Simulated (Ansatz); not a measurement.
What Ta interstitial (started 1.71 Å from the nearest host atom), symmetric start does to TaSi2

The reference is a 9-atom supercell of TaSi2 (space group P6_222, No. 180; a = 4.7588 Å, c = 6.5606 Å) at its relaxed geometry.

It is then changed as follows: one Ta atom is added in an open site, starting 1.71 Å from the nearest host atom, atoms relaxed at fixed cell.

Level of theory: PBEsol, PAW, 420 eV (Ansatz, an electronic-structure program; no spin-orbit coupling). Γ-centred 10×10×10 mesh, Fermi–Dirac width 0.05 eV.

```yaml
pressure: 55.7 GPa (base 0.0 GPa)
final_site_of_the_added_atom: 4 Si at 2.21 Å and 4 Ta at 2.65 Å
```

Final structure:

```
CELL_PARAMETERS angstrom
      4.75877     0.00000     0.00000
     -2.37939     4.12122     0.00000
     -2.37939    -4.12122     6.56064
ATOMIC_POSITIONS crystal
  Ta 0.48859 0.98859 0.98859
  Ta 0.84475 0.84475 0.34475
  Ta 0.66667 0.16667 0.66667
  Si 0.18964 0.38520 0.96120
  Si 0.14369 0.56768 0.37213
  Si 0.36632 0.51649 0.66667
  Si 0.73276 0.53721 0.96120
  Si 0.60058 0.17658 0.37213
  Si 0.96701 0.81684 0.66667
  Ta 0.16667 0.16667 0.16667
```

Cost of the whole job for the changed cell (relaxation, final SCF and bands): around 13 core-minutes (rough).

In so small a cell the defect repeats every few ångströms: this is an ordered compound, not a dilute defect. The defect started on the symmetric site and kept its symmetry, so it may sit on a saddle. The final runs are not spin-polarised. An odd electron count without spin: TaSi2. The defect cell is not spin-polarised.
